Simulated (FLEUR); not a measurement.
FLEUR run on GaAs (F-43m, 2 atoms in the cell): self-consistent single point.

Level of theory: PBE, all-electron FLAPW (FLEUR), scalar-relativistic valence run with FLEUR.

The change in words: lattice scaled by 0.98. Reference geometry:
```
CELL_PARAMETERS angstrom
      0.00000     2.93460     2.93460
      2.93460     0.00000     2.93460
      2.93460     2.93460     0.00000
ATOMIC_POSITIONS crystal
  Ga 0.00000 0.00000 0.00000
  As 0.25000 0.25000 0.25000
```

Reference input (self-consistent single point, DFT, PBE, all-electron FLAPW (FLEUR), scalar-relativistic valence): Kmax = 3.5 1/bohr; GmaxXC = 14 1/bohr; xcFunctional = pbe; jspins = 1; l_soc = F; mode = gauss; fermiSmearingEnergy = 0.00734986 Htr; mesh (inpgen div1-3) = 7 7 7; inpgen gamma flag = false; Gmax = 14 1/bohr; numbands = 0; maxIterBroyd = 25. This run's input differs from it in these lines:

```diff
@@ -3,5 +3,5 @@
 &input film=f /
--0.0000000000 5.5455978442 5.5455978442
-5.5455978442 -0.0000000000 5.5455978442
-5.5455978442 5.5455978442 -0.0000000000
+-0.0000000000 5.4346860385 5.4346860385
+5.4346860385 -0.0000000000 5.4346860385
+5.4346860385 5.4346860385 -0.0000000000
 1.0
@@ -43,5 +43,5 @@
          <bravaisMatrix>
-            <row-1>    0.0000000000000000     5.5455978441999996     5.5455978441999996</row-1>
-            <row-2>    5.5455978441999996     0.0000000000000000     5.5455978441999996</row-2>
-            <row-3>    5.5455978441999996     5.5455978441999996     0.0000000000000000</row-3>
+            <row-1>    0.0000000000000000     5.4346860384999998     5.4346860384999998</row-1>
+            <row-2>    5.4346860384999998     0.0000000000000000     5.4346860384999998</row-2>
+            <row-3>    5.4346860384999998     5.4346860384999998     0.0000000000000000</row-3>
          </bravaisMatrix>
```

Output (repeated stretches shortened):

```
 Iteration:     1   Distance:       6.07196839 me/bohr^3
 Iteration:     2   Distance:       5.65516477 me/bohr^3
 Iteration:     3   Distance:       3.21048327 me/bohr^3
 Iteration:     4   Distance:       0.94619196 me/bohr^3
 Iteration:     5   Distance:       0.80282128 me/bohr^3
   [... 7 lines left out ...]
 Iteration:    13   Distance:       0.00016821 me/bohr^3
 Iteration:    14   Distance:       0.00002078 me/bohr^3
 Iteration:    15   Distance:       0.00001621 me/bohr^3
 Iteration:    16   Distance:       0.00000090 me/bohr^3
 Run finished successfully
 Stop message:
   Structural relaxation: Done

[file out, last iteration]
             iter=     17
[...]
          total density-effective poten   -6.7166633551E+03
          total charge density-energy d   -1.5958528261E+02
 Updated energy parameters for spin:           1
[...]
 fermi energy and band-weighting factors:

[...]
FERMIE:
          first approx. to ef    (T=0)  :   0.180793 htr   (energy of the highest occ. eigenvalue)
          number of occ. states  (T=0)  :        420
          first approx. to seigv (T=0)  : -14.680320 htr
          sum of weights of occ. states :  14.000000
          sum of semicore charge        :   0.000000 e
          fermi energy=   0.18588 har   work function=  -5.05801 ev
          number of valence electrons=  27.99999
     band-weighting factor for spin=    1
   [... lines left out ...]
          total moment                 =     0.00000
 Direct bandgap for spin            1 :    6.1605051947189016E-002  Htr
 ---->    free energy=                     -4205.2369381907 htr
   [... lines left out ...]
      extrapolation for T->0
 ---->    total electron energy=           -4205.2369381907 htr
 ***** TOTAL FORCES ON ATOMS *****
 TOTAL FORCE FOR ATOM TYPE=  1  X=  0.000   Y=  0.000   Z=  0.000
                       FX_TOT= 0.000000 FY_TOT= 0.000000 FZ_TOT= 0.000000
 TOTAL FORCE FOR ATOM TYPE=  2  X=  2.717   Y=  2.717   Z=  2.717
                       FX_TOT= 0.000000 FY_TOT= 0.000000 FZ_TOT= 0.000000
 Structural relaxation: Done
```

The run converged in 16 iterations. FLEUR gives forces in its relaxation mode, with a further iteration, so its stop message speaks of a relaxation. Against the reference run the total energy goes down by 14.4 meV/atom.

The starting cell comes from a database of computed structures (which also holds hypothetical and non-ambient phases and stackings), without a prior relaxation at this level. Its lattice was rescaled by a random factor within 2.5 % of one. For this run, on top of that: lattice scaled by 0.98. Values depend on the basis (sphere radii, cutoffs, local orbitals), which need not be converged. No gap is read from this output. The log's line on a gap gives a spacing of levels on this mesh, which the program prints for metals too.
